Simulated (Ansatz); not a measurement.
Consider SiO2 (space group P3_221, No. 154; a = 4.9490 Å, c = 5.4415 Å). Axes: x lies along a and z along c of the hexagonal cell.

All numbers come from DFT with PBEsol, PAW potentials and a 420 eV plane-wave cutoff in Ansatz (a program for electronic structure), without spin-orbit coupling.

Before the change:

The band gap comes out as 5.72 eV and the pressure comes out as 0.01 GPa.

Now apply this change: biaxial strain −3.00 %, plane normal [001], relaxed out of plane (Cartesian); in-plane vectors clamped, the third vector and the atoms free.

### Question
Predict the new band gap.

### Answer
The band gap goes up by 0.14 eV (5.72 eV → 5.86 eV).

### Question
Predict the new pressure.

### Answer
The pressure (mean of the normal stresses, compression positive) grows by 1.80 GPa, from 0.01 GPa to 1.81 GPa.

Stability against distortions was not tested.
